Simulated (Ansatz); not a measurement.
# Effective masses and thermopower of AlAs (F-43m)

Here is the system:

```
CELL_PARAMETERS angstrom
      0.00000     2.83731     2.83731
      2.83731     0.00000     2.83731
      2.83731     2.83731     0.00000
ATOMIC_POSITIONS crystal
  Al 0.00000 0.00000 0.00000
  As 0.75000 0.75000 0.75000
```

Calculation: PBEsol, rigid bands (plane waves, PAW, scalar-relativistic; Ansatz, a program for electronic structure). Geometry: cell and atoms relaxed with PBEsol.

The band gap comes out as 1.34 eV. The electron conductivity mass (300 K, dilute) comes out as 0.33 mₑ and the effective density of states N_c (300 K) is 1.6e19 cm⁻³. The density-of-states mass, electrons is 0.76 mₑ and the Seebeck coefficient, n-type 1e19 cm⁻³, 300 K is -263 μV/K. The best n-type power factor at 300 K for τ = 10 fs (best axis; densities from 1e16 to 1e21 cm⁻³ tried, whether or not they can be reached) comes out as 8.0 μW/(cm·K²) at 1e20 cm⁻³.

Rigid bands; masses and Seebeck coefficients take one relaxation time τ for all states and one kind of carrier; polarons and phonon drag are left out. Spin-orbit coupling is left out.
